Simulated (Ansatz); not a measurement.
The parent structure is Ga$_{2}$O$_{3}$ in the corundum structure (space group R-3c, No. 167; a = 4.950 Å, c = 13.306 Å (hexagonal axes)). Axes: x lies along a and z along c of the hexagonal cell.

Computed with Ansatz (a first-principles code) LDA, no spin-orbit coupling.

Strains are applied to the cell and any free atomic positions relax.

One change was made to it. Results:

The pressure (mean of the normal stresses, compression positive) goes from zero to 6.02 GPa; the shortest interatomic distance drops by 0.026 Å to 1.885 Å; the electron mass becomes 0.26 mₑ (at Γ) (base: 0.24 mₑ (at Γ)).

**Question.** Which change produced these results?
A) uniaxial strain ε_xx = −3.00 %
B) uniaxial strain ε_xx = −2.25 %
C) uniaxial strain ε_xx = −1.50 %

**Answer.** B, uniaxial strain ε_xx = −2.25 %. For comparison, the pressure in the other runs: uniaxial strain ε_xx = −1.50 % gives 3.92 GPa; uniaxial strain ε_xx = −3.00 % gives 8.20 GPa.

The levels and masses belong to the bands next to the band gap. Effective masses come from finite differences of ±0.01 Å⁻¹. Stability against distortions was not tested.
